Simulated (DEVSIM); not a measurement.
System: Al0.15Ga0.85As/GaAs p-n heterojunction, at 300 K.

Layer 1 from the left is Al0.15Ga0.85As, thickness (μm) 0.0790, Na (cm⁻³) 3.8e17, τn (s) 1.6e-9, τp (s) 1.6e-9. Layer 2 from the left is GaAs, thickness (μm) 0.830, Nd (cm⁻³) 5e15, τn (s) 1.6e-9, τp (s) 1.6e-9.

Left contact: ohmic. Right contact: ohmic. Voltage is applied to the left contact. Recombination: SRH at mid-gap. Mobility is μmin + (μ − μmin)/(1 + (N/Nref)^α).

The device is made up for the run: typed textbook-type constants, with dimensions and the other settings drawn at random. Values at 300 K.

Al0.15Ga0.85As: gap (eV) 1.611, affinity (eV) 3.9515, permittivity 12.47, Nc (cm⁻³) 5.6e17, Nv (cm⁻³) 9e18, μn (cm²/Vs) 5695, μp (cm²/Vs) 282, μn,min 500, μp,min 20, Nref,n 6e16, Nref,p 1.5e17, αn 0.39, αp 0.38. GaAs: gap (eV) 1.424, affinity (eV) 4.07, permittivity 12.9, Nc (cm⁻³) 4.7e17, Nv (cm⁻³) 9e18, μn (cm²/Vs) 8500, μp (cm²/Vs) 400, μn,min 500, μp,min 20, Nref,n 6e16, Nref,p 1.5e17, αn 0.39, αp 0.38.

Model (solved in DEVSIM): 1D drift-diffusion, Boltzmann statistics, complete ionisation; no tunnelling, impact ionisation, image-force lowering or self-heating. Band offsets follow the typed affinities; no thermionic-emission limit at abrupt steps, no polarisation charge.

**Question.** What does the simulation give for the potential step across the device at zero bias, the largest field in the device at zero bias?

**Answer.** potential step across the device at zero bias 1.293 V; largest field in the device at zero bias 69000 V/cm.
